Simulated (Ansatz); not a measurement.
TlBr (Cmcm, No. 63, 4 atoms in the cell; start mp-568949; a measured phase of this formula has another space group), treated with HSE06 (Ansatz, a quantum-chemistry and plane-wave program, plane waves, PAW).

Input:

Ansatz 0.2 input:
```yaml
crystal:
  lattice:
    - [2.1832354649, -6.1921389098, 0.0]
    - [2.1832354649, 6.1921389098, 0.0]
    - [0.0, 0.0, 4.9921830999]
  atoms:
    - { symbol: Tl, position: [0.3876458511, 0.6123541489, 0.75] }
    - { symbol: Tl, position: [0.6123541489, 0.3876458511, 0.25] }
    - { symbol: Br, position: [0.8656396381, 0.1343603619, 0.25] }
    - { symbol: Br, position: [0.1343603619, 0.8656396381, 0.75] }
basis:
  ecutwfc: 460
  ecutrho_ratio: 4
  xc_grid: 2
kpoints:
  mp_grid: { grid: [6, 6, 6] }
  band_path:
    path:
      - [0, 0, 0]
      - [-0.5, -0.5, 0.419271]
      - [-0.5, -0.5, 0.411458]
    npoints: 1
hamiltonian:
  xc: hse06
  dispersion: none
  pseudopotentials: { kind: paw }
scf:
  occupations: { method: fermi_dirac, width: 0.01 }
  convergence: { dr2_threshold: 0.0000000004 }
output:
  forces: true
  stress: true
  eigenvalues: true
  write_bands: true
```

How many irreducible k-points, plane waves at Γ does the program set up, and what pressure does the run end with?

52 irreducible k-points, 3051 plane waves at Γ; P = 0.93 GPa, so the cell is compressed on average and its volume would grow at this level.

The run printed, among other lines:

```
WARN output.stress: scf.exx.energy_threshold = 1e-6 eV is looser than the 4e-8 eV advised for a stress under a hybrid functional (1e-8 eV for each atom of the …
Crystal: 4 atoms, lattice volume = 134.978 Å³
Basis set: ecut = 460 eV, 3051 PW (Γ), exchange–correlation on 96×96×72 points (8 copies of the dense FFT grid, shifted against one another)
Bands: 24, of which v1, the nominal top of the filled ones, is band 20 counted from 1 (19 counted from 0)
Symmetry: 8 space group operations
Space group: Cmcm (ITA 63), of the structure as read, at distance tolerance 5.1e-5 Å
k-points: 52 of 216
SCF iter   1: F=—  HF=-28458.070157 eV  |F-HF|=—  |Δ(HF+E_count)|=         —  Δρ=1.46e-3  dr2=6.17e-3
SCF iter   2: F=—  HF=-28458.069795 eV  |F-HF|=—  |Δ(HF+E_count)|=   3.62e-4  Δρ=6.48e-4  dr2=1.47e-3
  ...
Crystal: 4 atoms, lattice volume = 134.978 Å³
Initial density: handed on by an earlier stage of this run
Crystal: 4 atoms, lattice volume = 134.978 Å³
SCF iter   6: F=—  HF=-28468.858083 eV  |F-HF|=—  |Δ(HF+E_count)|=   2.56e-9  Δρ=2.32e-7  dr2=4.76e-10
SCF iter   7: F=-28468.858083 eV  HF=-28468.858083 eV  |F-HF|=2.95e-10  |Δ(HF+E_count)|=   2.96e-9  Δρ=3.96e-7  dr2=3.84e-10
SCF 3 converged in 7 iterations: F = -28468.858083 eV  dr2 = 3.84e-10
Free energy (F): -28468.858083 eV
Internal energy: -28468.858083 eV  (E = F + TS)
E sigma→0 (E₀):  -28468.858083 eV
Fermi energy:    5.416673 eV
--- Stress (GPa, compression-positive) ---
        0.962314      -0.000000       0.000000
       -0.000000       0.882925      -0.000000
        0.000000      -0.000000       0.930125
  P = ⅓ Tr σ = 0.9251 GPa (9.251 kbar)
```

The PAW data were made under PBE.

Note: cell and atoms aren't relaxed at this level (pressure 0.9 GPa).

A start named mp-… is a Materials Project structure, which need not be a measured phase.
